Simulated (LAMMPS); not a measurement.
MD of SiC (zinc blende) at zero pressure, 512 atoms, as a liquid; each row is its own run.

Level of theory: classical MD, pair style meam, file SiC.meam, run in LAMMPS.

```
T (K)  volume (Å³/atom)
-----  ----------------
2610             12.114
3190             12.443
3620             12.780
3770             12.907
4060             13.274
4640             14.083
```

### Question
Fit a straight line, y = a + b x, to these rows (x is the first column, y the second) and predict the run at x = 2900.

### Answer
Least squares gives a = 9.4333 and b = 0.0009594. At x = 2900 the fit predicts 12.216 Å³/atom. The run itself gave 12.24 ± 0.03 Å³/atom, so the fit is 0.18 % low, within the run's error.

Caution: at ambient pressure real SiC sublimes or decomposes before or as it melts, so this liquid is the model's.

Caution (rows 2610; 2900; 3190): this liquid lies under the melting point of about 3560 K that MEAM SiC.meam gives, so it is undercooled.

Caution (row 3190): enthalpy drifts during the constant-pressure average: a transition or slow ageing; fluctuation values are void.
